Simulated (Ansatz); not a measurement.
Start from a 24-atom supercell of ScAl3 in the Cu3Au type structure (space group Pm-3m, No. 221; a = 4.0716 Å) at its relaxed geometry.

Calculations: PBEsol/PAW in Ansatz (a program for electronic structure), scalar-relativistic without spin-orbit coupling.

Base values:

| Item | Result |
|---|---|
| Pressure | 0.0 GPa |

It is then changed as follows: one Sc atom is replaced by Tm, atoms relaxed at fixed cell, starting from a slightly rattled geometry.

Predict the new pressure.

The pressure goes from zero to 1.2 GPa.

Predict the new largest displacement of a host atom from its site in the perfect cell.

The largest displacement of a host atom from its site in the perfect cell amounts to 0.02 Å.

The magnetic state is the one reached from the starting moments; the real material's order can differ, and small cells can't hold many antiferromagnetic ones. Open 4f shells without U are poorly described, and the f state was not checked. The cell is small, so the values are those of an ordered compound at a high defect concentration; dilute-limit values will differ. Spin-polarised in the final run: Tm on a Sc site; the other runs are not. The defect cell is spin-polarised and ends with 1.2 μB, a fractional moment that hangs on the mesh and smearing.
